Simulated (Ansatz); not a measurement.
We consider B₂CO (model structure, P-4m2, No. 115, 4 atoms in the cell), described by G0W0@PBEsol (Ansatz, a quantum-chemistry and plane-wave program, plane waves, hard PAW, contour deformation).

The cell is the one relaxed with PBEsol. Conventional cell: a = 2.6448 Å, b = 2.6448 Å, c = 3.6513 Å, α = 90.00°, β = 90.00°, γ = 90.00°.

The quasiparticle gap at Γ at a fixed k mesh 2×2×2:

```json
[
 {"response cutoff": "250 eV, 421 empty bands", "value (eV)": "3.558"},
 {"response cutoff": "300 eV, 554 empty bands", "value (eV)": "3.588"},
 {"response cutoff": "400 eV, 852 empty bands", "value (eV)": "3.618"},
 {"response cutoff": "500 eV, 1191 empty bands", "value (eV)": "3.632"}
]
```

### Question
Taking the value to converge with the response cutoff E as E^(−3/2), extrapolate from the last two rows.

### Answer
With y = y∞ + c/w and weights w = 8000 and 11180 for the last two rows, y∞ = (w2 y2 − w1 y1)/(w2 − w1) = (11180 × 3.632 − 8000 × 3.618)/3180 = 3.667 eV, which lies 0.035 beyond the last row. Successive pairs of rows give 3.683, 3.674, 3.667. The limit also hangs on the law assumed, so its last digits aren't firm.

The other settings are not extrapolated, so this is the limit in one setting alone.

At the last cutoff the smallest gap on this mesh is 2.78 eV, with an edge away from Γ.

A model structure was made by putting elements into a prototype or built by hand; it is no filed structure, need not be a known phase, and can be a saddle point held by its symmetry.
